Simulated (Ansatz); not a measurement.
System: TiO2 (C2/m, No. 12, 12 atoms in the cell; start mp-554278; a measured phase of this formula has another space group). Method: r²SCAN in Ansatz (PAW).

Numerical settings: plane-wave cutoff 560 eV, 10×10×6 k mesh (along the axes of the cell as run), Fermi–Dirac smearing 0.01 eV, no spin polarisation, scalar-relativistic PAW data made under PBE.

Cell (relaxed at this level):

```yaml
crystal:
  lattice:
    - [6.09537, -1.86661, -0.00429]
    - [6.09537, 1.86661, -0.00429]
    - [-1.91450, 0.00000, 6.27591]
  atoms:
    - { symbol: Ti, position: [0.80552, 0.80552, 0.71732] }
    - { symbol: Ti, position: [0.19448, 0.19448, 0.28268] }
    - { symbol: Ti, position: [0.10059, 0.10059, 0.70960] }
    - { symbol: Ti, position: [0.89941, 0.89941, 0.29040] }
    - { symbol: O, position: [0.05833, 0.05833, 0.37057] }
    - { symbol: O, position: [0.94167, 0.94167, 0.62943] }
    - { symbol: O, position: [0.63853, 0.63853, 0.70592] }
    - { symbol: O, position: [0.36147, 0.36147, 0.29408] }
    - { symbol: O, position: [0.13294, 0.13294, 0.00372] }
    - { symbol: O, position: [0.86706, 0.86706, 0.99628] }
    - { symbol: O, position: [0.73606, 0.73606, 0.34704] }
    - { symbol: O, position: [0.26394, 0.26394, 0.65296] }
```

Task: Give the computed band gap.

Result: 
- band gap: 3.21 eV (on the SCF k mesh)

Note: the relaxation could not lower the start's symmetry, so the cell can be a saddle point above a distorted one.

Cost on a shared machine: around 11 core-minutes (rough).

A start named mp-… is a Materials Project structure, which need not be a measured phase.

Ansatz is a quantum-chemistry and plane-wave program.
